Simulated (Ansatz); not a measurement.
For TaAs (model structure, started from the NbAs type, I4₁md, No. 109, 4 atoms in the cell), PBE in Ansatz (PAW) gives:

```
Property               Value
------------------  --------
lattice constant a   3.463 Å
c axis length       11.735 Å
```

Task: What does PBE-D3(BJ) in Ansatz (PAW) give for the same quantities?

Result: 
- lattice constant a: 3.432 Å (drops by 0.9 %)
- lattice parameter c: 11.568 Å (decreases by 1.4 %)

Changes are worked out from the printed values.

Unless a cell is named, each level is at its own relaxed cell (PBE 17.59, PBE-D3(BJ) 17.04 Å³/atom).

Levels without +SOC leave out spin–orbit coupling, which shifts energies and cells of such heavy elements.

Ansatz's density-functional and Hartree–Fock values are scalar-relativistic unless marked +SOC, with PAW data made under PBE.

A model structure was made by putting elements into a prototype or built by hand; it is no filed structure, need not be a known phase, and can be a saddle point held by its symmetry.

Ansatz is a first-principles code.
